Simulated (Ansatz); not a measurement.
Consider the following.

End structure of F on the 1x1 (110) surface of bcc Ta, one in a 2x2 cell, started at the site 'hollow Ta-Ta-Ta':

```xyz
17
Lattice="5.7487 0.0000 0.0000 -1.9162 5.4200 0.0000 0.0000 0.0000 26.5000" Properties=species:S:1:pos:R:3 pbc="T T T"
Ta     0.9581     1.3550     9.8356
Ta     0.0000     4.0650     9.8356
Ta     3.8325     1.3550     9.8356
Ta     2.8744     4.0650     9.8356
Ta     0.0000     0.0000    12.0695
Ta    -0.9581     2.7100    12.0695
Ta     2.8744     0.0000    12.0695
Ta     1.9162     2.7100    12.0695
Ta     0.9542     1.3577    14.4626
Ta    -0.0151     4.0645    14.4178
Ta     3.8278     1.3694    14.4178
Ta     2.8669     4.0703    14.4252
Ta    -0.0264    -0.0226    16.7367
Ta    -1.0282     2.7595    16.6811
Ta     2.8943    -0.0141    16.5777
Ta     1.9288     2.7424    16.7367
F      0.4259     1.7313    18.0909
```

Slab: 17 atoms, 6.8 Å thick at the start under the adsorbate (thin: gaps and levels are the slab's own); k 5x5x1, smearing 0.1 eV, dipole-corrected; single point; on the structure that PBE left under its start's symmetry; no spin, no spin-orbit, no U, no dispersion correction. At the end it is bonded to 3 Ta. In PBE it is, or lies within 0.03 eV of, the lowest of the starts that converged; the order may differ at this level.

A negative adsorption energy means that the adsorbate is more stable on the surface than in its reference.

**Question.** What work function of the top face does r2SCAN, at the PBE geometry run with Ansatz (a quantum-chemistry and plane-wave program) give?

**Answer.** 4.56 eV

**Question.** Give the adsorption energy against ½ F2(g) at the same level at the level r2SCAN, at the PBE geometry.

**Answer.** -4.98 eV

**Question.** What change of the step from the bottom to the top vacuum level, against the clean slab does r2SCAN, at the PBE geometry give?

**Answer.** -0.30 eV

**Question.** Give the change of the work function at the level r2SCAN, at the PBE geometry.

**Answer.** -0.32 eV
